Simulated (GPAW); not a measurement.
Band structure of CdTe (P6_3mc, 4 atoms in the cell).

```yaml
crystal:
  lattice:
    - [4.63327, 0.00000, 0.00000]
    - [-2.31664, 4.01253, 0.00000]
    - [0.00000, 0.00000, 7.60243]
  atoms:
    - { symbol: Cd, position: [0.33333, 0.66667, 0.00036] }
    - { symbol: Cd, position: [0.66667, 0.33333, 0.50036] }
    - { symbol: Te, position: [0.33333, 0.66667, 0.37464] }
    - { symbol: Te, position: [0.66667, 0.33333, 0.87464] }
```

Computed with LDA (Perdew-Wang 92), GPAW PAW datasets LDA (gpaw-data 1.0.1) (plane waves; GPAW).

Settings: mode = pw; ecut = 600 eV; xc = LDA; kpts = 6 6 3; mesh shift (steps) = 0 0 0; occupations.name = fermi-dirac; occupations.width = 0 eV; nbands = -6; convergence.density = 1e-05 e/electron; convergence.energy = 1e-05 eV/electron; convergence.bands = -4; symmetry.symmorphic = false; symmetry.tolerance = 0.0005; maxiter = 100.

The starting cell comes from a database of computed structures (which also holds hypothetical and non-ambient phases and stackings), without a prior relaxation at this level. Spin-orbit coupling is off.

Predict the gap along the standard path and the places of the band edges.

The gap along the path is 0.44 eV, direct at Γ to within 0.01 eV.

Levels in eV from the top of the valence band on the SCF mesh, bands 15 to 22:
| point | 15 | 16 | 17 | 18 | 19 | 20 | 21 | 22 |
|---|---|---|---|---|---|---|---|---|
| Γ | -0.76 | -0.07 | 0.00 | 0.00 | 0.44 | 1.44 | 4.46 | 4.46 |
| M | -2.60 | -1.78 | -1.37 | -0.75 | 2.34 | 2.47 | 4.00 | 5.12 |
| K | -2.90 | -1.87 | -1.87 | -1.69 | 3.29 | 3.92 | 3.92 | 6.22 |
| A | -0.41 | -0.41 | -0.41 | -0.41 | 1.80 | 1.80 | 4.92 | 4.92 |
| L | -1.38 | -1.38 | -1.32 | -1.32 | 2.09 | 2.09 | 3.74 | 3.74 |
| H | -2.37 | -2.37 | -1.12 | -1.12 | 2.73 | 2.73 | 4.91 | 4.91 |
